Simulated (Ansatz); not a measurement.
## Au: biaxial strain +0.31 %, plane normal [111], relaxed out of plane

Base system: Au in the fcc (Cu type) structure (space group Fm-3m, No. 225; a = 4.083 Å). Axes: x, y, z lie along the cube axes.

It is then changed as follows: biaxial strain +0.31 %, plane normal [111], relaxed out of plane (Cartesian); in-plane vectors clamped, the third vector and the atoms free.

All numbers come from PBEsol, PAW, 420 eV (Ansatz, a quantum-chemistry and plane-wave program; no SOC). Settings: 20×20×20 k-points, 0.05 eV Fermi–Dirac smearing.

* **Volume per atom**: 17.06 Å³ (base 17.02 Å³)
* **Space group**: R-3m (No. 166) (base Fm-3m (No. 225))
* **Shortest interatomic distance**: 2.883 Å (base 2.887 Å)
* **Energy relative to the base (free energy F)**: +0.2 meV/atom
* **Pressure (mean of the normal stresses, compression positive)**: -0.4 GPa (base 0.0 GPa)
* **Band gap**: zero (base zero)
* **Out-of-plane strain**: -0.41 % (rough)
* **Mean in-plane stress (compression positive)**: -0.5 GPa (rough)

Without a gap, meshes like the base's 20×20×20 leave anisotropic stresses uncertain by several tenths of a GPa, and small strain energies with them. Stability against distortions was not tested.
